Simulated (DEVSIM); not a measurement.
System: Schottky contact on n-type GaN, at 300 K.

```tsv
layer (left to right)	material	thickness (μm)	Nd (cm⁻³)	τn (s)	τp (s)
1	GaN	15.0	1.1e15	1.6e-9	1.6e-9
```

Left contact: Schottky, work function 5.23 eV, emission velocity 3.3e6 cm/s. Right contact: ohmic. Voltage is applied to the left contact. Recombination: SRH at mid-gap. Mobility is constant in doping. Where it depends on doping, it is μmin + (μ − μmin)/(1 + (N/Nref)^α).

This is a model device: material constants are rounded textbook-type values typed into the input, and sizes, dopings and lifetimes were drawn at random. Values at 300 K; Nc and Nv go as T^1.5, mobilities as T to minus their exponent, the gap by Varshni's rule with the affinity fixed. The table also holds parameters that only a changed run uses.

| parameter | GaN |
|---|---|
| gap (eV) | 3.43 |
| affinity (eV) | 4.1 |
| permittivity | 9.5 |
| Nc (cm⁻³) | 2.3e18 |
| Nv (cm⁻³) | 4.6e19 |
| μn (cm²/Vs) | 1200 |
| μp (cm²/Vs) | 100 |
| μn,min | 55 |
| μp,min | 3 |
| Nref,n | 2e17 |
| Nref,p | 3e17 |
| αn | 1 |
| αp | 2 |
| T exponent of μn | 1.5 |
| T exponent of μp | 2 |
| Cn (cm⁶/s) | 1e-30 |
| Cp (cm⁶/s) | 1e-30 |
| Varshni α (eV/K) | 0.00091 |
| Varshni β (K) | 830 |

Simulated with DEVSIM: 1D drift-diffusion, Boltzmann statistics, complete ionisation; no tunnelling, impact ionisation, image-force lowering or self-heating. Metal contacts follow the ideal Schottky-Mott rule: no Fermi-level pinning, no interface dipoles.

Base results: dark forward voltage at 1 A/cm² (V) 0.786; potential step across the device at zero bias (V) 0.932; largest field in the device at zero bias (V/cm) 19000.

Question: What follows from this one change: temperature 300 → 500 K?

Answer: dark forward voltage at 1 A/cm² 0.786 → 0.533 V; potential step across the device at zero bias 0.932 → 0.768 V; largest field in the device at zero bias 19000 → 17000 V/cm.

Question: What follows from this one change: metal work function 5.23 → 5.18 eV?

Answer: dark forward voltage at 1 A/cm² 0.786 → 0.736 V; potential step across the device at zero bias 0.932 → 0.882 V; largest field in the device at zero bias little changed (19000 V/cm).

Question: What follows from this one change: doping Nd of layer 1 1.1e+15 → 3.3e+15 cm^-3?

Answer: dark forward voltage at 1 A/cm² 0.786 → 0.776 V; potential step across the device at zero bias 0.932 → 0.961 V; largest field in the device at zero bias 19000 → 34000 V/cm.
